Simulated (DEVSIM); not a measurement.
Structure: Schottky contact on n-type GaAs, at 300 K.

Layer 1 from the left is GaAs, thickness (μm) 16.0, Nd (cm⁻³) 8.4e15, τn (s) 6.5e-9, τp (s) 6.5e-9.

Left contact: Schottky, work function 5.18 eV, emission velocity 5.1e6 cm/s. Right contact: ohmic. Voltage is applied to the left contact. Recombination: SRH at mid-gap, radiative. Mobility is μmin + (μ − μmin)/(1 + (N/Nref)^α).

The device is made up for the run: typed textbook-type constants, with dimensions and the other settings drawn at random. Values at 300 K.

GaAs: gap (eV) 1.424, affinity (eV) 4.07, permittivity 12.9, Nc (cm⁻³) 4.7e17, Nv (cm⁻³) 9e18, μn (cm²/Vs) 8500, μp (cm²/Vs) 400, μn,min 500, μp,min 20, Nref,n 6e16, Nref,p 1.5e17, αn 0.39, αp 0.38, B (cm³/s) 2e-10.

DEVSIM, 1D drift-diffusion, Boltzmann statistics, complete ionisation; no tunnelling, impact ionisation, image-force lowering or self-heating. Metal contacts follow the ideal Schottky-Mott rule: no Fermi-level pinning, no interface dipoles.

Dark forward current:

```csv
|V| (V),|J| (A/cm²)
0.05,1.186e-10
0.10,4.152e-10
0.15,1.219e-9
0.20,3.492e-9
0.25,1.035e-8
0.30,3.380e-8
0.35,1.309e-7
0.40,6.254e-7
0.45,3.561e-6
0.50,2.253e-5
0.55,0.0001499
0.60,0.001020
0.65,0.006995
0.70,0.04811
0.75,0.3305
0.80,2.239
0.85,14.02
0.90,64.80
0.95,181.0
1.00,346.7
1.05,539.6
1.10,747.8
1.15,965.4
1.20,1189
1.25,1418
1.30,1649
```

### Question
Work out the local ideality factor n = ΔV / (kT/q · ln(J2/J1)) between the rows 0.15 and 0.20 V, 0.65 and 0.70 V, 1.25 and 1.30 V.

### Answer
kT/q = 25.85 mV. From 0.15 to 0.20 V: ln(3.492e-9/1.219e-9) = 1.052, n = 1.84. From 0.65 to 0.70 V: ln(0.04811/0.006995) = 1.928, n = 1.00, near the 1 of diffusion or emission over a barrier. From 1.25 to 1.30 V: ln(1649/1418) = 0.151, n = 12.82; the layers' resistance at their doping, Σ W/(qμN) = 0.00020 Ω cm², would take 46 mV of this step of 50 mV.

### Question
Estimate the current at 0.65 V for emission alone, J0 = q v N_band exp(−φB/kT), and read the barrier back from the simulated current.

### Answer
φB = 1.110 eV, N_band = 4.70e17 cm⁻³, J0 = 8.62e-14 A/cm²; J = J0 (exp(qV/kT) − 1) = 0.00718 A/cm². The simulation gives 0.00700 A/cm²; the estimate lies 2.6 % above. Read backwards, the simulated current gives an apparent barrier of 1.111 eV. The estimate leaves out transport through the depletion region and minority injection.
